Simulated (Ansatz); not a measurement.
K2NaInF6: pressure series

The reference is K2NaInF6 (space group Fm-3m, No. 225; a = 8.5813 Å; a cell from a computed database, its experimental status unchecked).

Cell and atoms are relaxed at each pressure.

Level of theory: PBEsol/PAW in Ansatz (a program for electronic structure), no spin-orbit coupling.

```json
[
 {"case": "base", "band gap": "5.43 eV", "electron mass": "0.58 mₑ (at Γ)", "shortest interatomic distance": "2.071 Å"},
 {"case": "pressure −2 GPa", "band gap": "5.23 eV", "electron mass": "0.58 mₑ (at Γ)", "shortest interatomic distance": "2.085 Å"},
 {"case": "pressure −1 GPa", "band gap": "5.33 eV", "electron mass": "0.58 mₑ (at Γ)", "shortest interatomic distance": "2.078 Å"},
 {"case": "pressure 1.8 GPa", "band gap": "5.57 eV", "electron mass": "0.58 mₑ (at Γ)", "shortest interatomic distance": "2.060 Å"},
 {"case": "pressure 4.2 GPa", "band gap": "5.72 eV", "electron mass": "0.59 mₑ (at Γ)", "shortest interatomic distance": "2.047 Å"},
 {"case": "pressure 9 GPa", "band gap": "5.97 eV", "electron mass": "0.57 mₑ (at Γ)", "shortest interatomic distance": "2.025 Å"},
 {"case": "pressure 18 GPa", "band gap": "6.33 eV", "electron mass": "0.56 mₑ (at Γ)", "shortest interatomic distance": "1.980 Å"},
 {"case": "pressure 30 GPa", "band gap": "6.70 eV", "electron mass": "0.56 mₑ (at Γ)", "shortest interatomic distance": "1.909 Å"},
 {"case": "pressure 45 GPa", "band gap": "7.06 eV", "electron mass": "0.56 mₑ (at Γ)", "shortest interatomic distance": "1.848 Å"},
 {"case": "pressure 60 GPa", "band gap": "7.36 eV", "electron mass": "0.56 mₑ (at Γ)", "shortest interatomic distance": "1.804 Å"}
]
```

Load acts through the strain it causes; cell and atoms are relaxed under it. Effective masses come from finite differences of ±0.01 Å⁻¹. Whether these cells are dynamically stable was not tested. Competing high-pressure phases were not computed.
